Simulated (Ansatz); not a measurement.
Worked calculations on one periodic cell of amorphous silicon oxynitride (Si24O36N8): Si24O36N8, 68 atoms, volume 861.2 Å³, made by a melt-quench on the CHGNet potential and relaxed with DFT. O and N atoms were pushed apart under 1.9 Å during the dynamics, to hinder bonds among them. It is a model cell: composition and starting density were chosen by hand, and all elements were melted together. Cycles of charging were run to anneal it. Calculation: PBE, scalar-relativistic without spin-orbit coupling (plane waves to 420 eV, PAW; Ansatz, a first-principles code). Sampling: a 2×2×2 Γ-centred mesh; Fermi-Dirac width 0.02 eV; no spin polarisation. Its volume was relaxed, its shape was held as a cube, and it stands at a mean pressure of 0.0 GPa with stress components up to 3.1 GPa; the relaxation ran on the zone centre alone. Its density went from a set 2.77 to 2.63 g/cm³. The cell is small and was quenched far faster than a real film, so it is one sample of the glass.

### Question
Count formal charges (Si +4, O -2, N -3). What does the count lead one to expect at the Fermi level, and what does the calculation give?

### Answer
24 × (+4) + 36 × (-2) + 8 × (-3) = 0. The charges balance, so the anion-derived valence states can be full and a gap can open. On this mesh the highest filled and lowest empty level lie 4.01 eV apart; localised defect or tail levels set that (at the zone centre the more localised edge state sits most on one N atom with neighbours Si 1.72 Å, Si 1.75 Å, Si 1.78 Å), and the nearest spread-out levels lie 5.2 eV apart.

Four energies for a hole at PBE on the zone centre alone (charged cells in a uniform background, spin-polarised): neutral at the neutral geometry -38826.166 eV; charged at the neutral geometry -38829.890 eV; charged and relaxed -38830.352 eV; neutral at the charged geometry -38825.435 eV.

### Question
Find the two relaxation energies and their sum, the reorganisation energy.

### Answer
On charging: -38829.890 − (-38830.352) = 0.462 eV. On discharging: -38825.435 − (-38826.166) = 0.731 eV. The sum is 1.193 eV. The carrier's level spreads over 3 of the 68 atoms' worth, so it counts as localised, most on one N atom with neighbours Si 1.72 Å, Si 1.75 Å, Si 1.78 Å (neutral geometry). The values are uncorrected: the image energy of a point charge in this cell, 2.84 × 14.40 / (2 × 9.5) = 2.1 eV before screening, is screened by electrons alone at the fixed geometry and by ions too after relaxing, and the carrier can be spread before it relaxes, so each term can be off by up to that value times 1/ε∞, some tenths of an eV. PBE's self-interaction favours spread-out carriers, so a hybrid can localise more.

The cell was scaled and its atoms relaxed again at each volume (the zone centre alone): 783.7 Å³, 9.91 GPa; 861.2 Å³, 0.03 GPa; 912.9 Å³, -5.06 GPa.

### Question
Estimate the bulk modulus over this range from B = −dP/d ln V.

### Answer
Between the ends: −(-5.06 − 9.91) / ln(912.9/783.7) = 98 GPa, a mean over the range at 0 K with the atoms relaxed.
